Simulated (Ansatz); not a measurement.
**What uniaxial strain ε_zz = +1.57 % does to SiO2**

Start from SiO₂ (space group P4_12_12, No. 92; a = 5.085 Å, c = 7.100 Å). Axes: x, y, z lie along a, b, c of the conventional cell.

Perturbation: uniaxial strain ε_zz = +1.57 %, all other strain components held at zero, atoms relaxed at fixed cell.

The values are results of Ansatz (a quantum-chemistry and plane-wave program) PBE, no spin-orbit coupling, not measurements. k-mesh 5×5×4 (Γ-centred); smearing 0.05 eV (Fermi–Dirac).

```csv
quantity,base,changed,shift
volume per atom,15.30 Å³,15.54 Å³,+0.24 Å³
space group,P4_12_12 (No. 92),P4_12_12 (No. 92),–
shortest interatomic distance,1.625 Å,1.625 Å,0.000 Å
energy relative to the base (free energy F),0 meV/atom,+0.6 meV/atom,+0.6 meV/atom
"pressure (mean of the normal stresses, compression positive)",0.00 GPa,-0.18 GPa,-0.18 GPa
band gap,5.51 eV,5.50 eV,-0.01 eV
gap character,direct at Γ,direct at Γ,–
width of the top valence band,0.64 eV,0.66 eV,+0.02 eV
electron mass,0.54 mₑ (at Γ),0.55 mₑ (at Γ),–
"valence-band top at Γ (three highest levels, from the VBM)","0.00, -0.25, -0.25 eV","0.00, -0.21, -0.21 eV",–
largest internal atomic displacement,–,0.037 Å,–
"stress (xx, yy, zz, yz, xz, xy; compression positive)",–,"(0.09, 0.09, -0.73, 0.00, 0.00, 0.00) GPa",–
```

Masses are band curvatures over ±0.01 Å⁻¹ around the edge. Stability against distortions was not tested.
